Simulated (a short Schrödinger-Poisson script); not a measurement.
System: symmetric double-gate stack, Al2O3 on p-type In0.53Ga0.47As, at 300 K.

```csv
layer,material,thickness (nm),Na (cm⁻³)
1,Al2O3,7,-
2,In0.53Ga0.47As,8,4e17
3,Al2O3,7,-
```

Constants are typed, rounded textbook-type inputs, not results; the design itself was drawn at random and stands for no fabricated device. Al2O3: permittivity 9, conduction-band edge (eV) 3.16, gap (eV) 6.8, electron mass (mₑ) 0.3. In0.53Ga0.47As: permittivity 13.9, conduction-band edge (eV) 0, gap (eV) 0.74, Nv at 300 K (cm⁻³) 7.7e18.

Channel valleys (confinement mass, in-plane density-of-states mass, number): Γ 0.041, 0.041, 1. At the gates, both at one voltage, the conduction-band edge of layer 1 lies 3.36 eV − eVg above the Fermi level of the channel. Gaps are held at their typed values at every temperature. Mesh 0.03 nm at interfaces.

From a short Schrödinger-Poisson script (our own, NumPy): 1D Poisson equation in equilibrium, electrons quantum, Hartree (BenDaniel-Duke, 12 states a valley, the channel's in-plane mass for all, wave functions ending at the dielectric), parabolic valleys, classical holes, full ionisation, no traps, pinning or gate leakage.

Q: List the lowest subbands of each valley and their electrons at Vg = 1.7 V.

A: 
```csv
valley,subband,energy from the Fermi level (meV),electrons (cm⁻²),share (%)
Γ,0,-489.1,8.38e12,84.5
Γ,1,-89.0,1.54e12,15.5
Γ,2,623.9,< 1e6,0.0
```

All electrons: 9.91e12 cm⁻². Above a few 1e12 electrons/cm² a light Γ valley is non-parabolic and upper valleys begin to fill, which the model leaves out.
